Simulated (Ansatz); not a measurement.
The starting structures come from a database of crystals and need not be the phases stable at ambient conditions.

 Where the default PAW files enter, the runs use the earlier of Ansatz's two default sets.

Here is the system:

```xyz
16
Lattice="7.5394 0.0000 0.0000 -0.0070 8.7233 0.0000 0.0070 -1.7827 3.5176" Properties=species:S:1:pos:R:3 pbc="T T T"
W      5.6181     2.0690     0.8100
W      1.9213     4.8716     2.7076
W      5.6909     5.3469     2.9485
W      1.8484     1.5937     0.5691
O      1.8793     6.8496     3.4667
O      5.6600     0.0910     0.0509
O      1.8904     3.3754     1.7155
O      5.6490     3.5652     1.8021
O      3.7815     5.2005     2.6411
O      3.7578     1.7401     0.8765
O      7.5275     1.7346     0.8737
O      0.0118     5.2060     2.6439
O      1.8868     5.9478     0.8316
O      5.6525     0.9928     2.6860
O      1.8829     0.7171     2.5463
O      5.6565     6.2235     0.9713
```

Space group of this cell: P2_1/c. The cell is taken as given; by PBEsol its mean pressure is -7.3 GPa.

Transport runs along the normal of the first two printed cell vectors.

The gap is the functional's own. No spin-orbit coupling. Mid-gap values are interpolated on the energy grid.

Problem. Give the band gap and the smallest decay constant κ at mid-gap that Ansatz (a quantum-chemistry and plane-wave program) with PBEsol yields.

Solution. Gap 1.40 eV on a 4×8×8 mesh; κ = 0.283 1/Å, at (0.500, 0.000) of the in-plane reciprocal vectors. At the zone centre, at the nearest computed energy, the slowest state has κ = 0.29 1/Å.
